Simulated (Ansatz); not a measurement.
**Pd, response to strain**

Start from Pd in the fcc (Cu type) structure (space group Fm-3m, No. 225; a = 3.878 Å; relaxed with 0.1 eV smearing). Axes: x, y, z lie along the cube axes.

Strains are applied to the cell and any free atomic positions relax; under biaxial strain the out-of-plane vector relaxes too.

Level of theory: plane-wave PAW DFT at the PBEsol level (Ansatz, a quantum-chemistry and plane-wave program, 420 eV), no spin-orbit coupling.

Notes on the quantities. energy relative to the base: free energy F.

```json
[
 {"biaxial strain, plane normal [111], relaxed out of plane (%)": "0", "energy relative to the base (meV/atom)": "0.0"},
 {"biaxial strain, plane normal [111], relaxed out of plane (%)": "0.42", "energy relative to the base (meV/atom)": "0.5"},
 {"biaxial strain, plane normal [111], relaxed out of plane (%)": "0.83", "energy relative to the base (meV/atom)": "2.0"},
 {"biaxial strain, plane normal [111], relaxed out of plane (%)": "1.25", "energy relative to the base (meV/atom)": "4.5"},
 {"biaxial strain, plane normal [111], relaxed out of plane (%)": "1.67", "energy relative to the base (meV/atom)": "?"},
 {"biaxial strain, plane normal [111], relaxed out of plane (%)": "2.08", "energy relative to the base (meV/atom)": "11.9"},
 {"biaxial strain, plane normal [111], relaxed out of plane (%)": "2.5", "energy relative to the base (meV/atom)": "16.9"}
]
```

**Question.** Fit ΔE = Aε² + Bε³ (ε in %) to the rows shown and predict the withheld row.

**Answer.** Least squares on the printed values gives A = 3.02 and B = -0.13 meV/atom (largest residual 0.0 meV/atom); this predicts 7.8 meV/atom, and the run gives 7.8 meV/atom, in agreement.

Stability against distortions was not tested. The final runs are not spin-polarised. Pd lies near a magnetic instability that expansion can trigger; it was not tested.
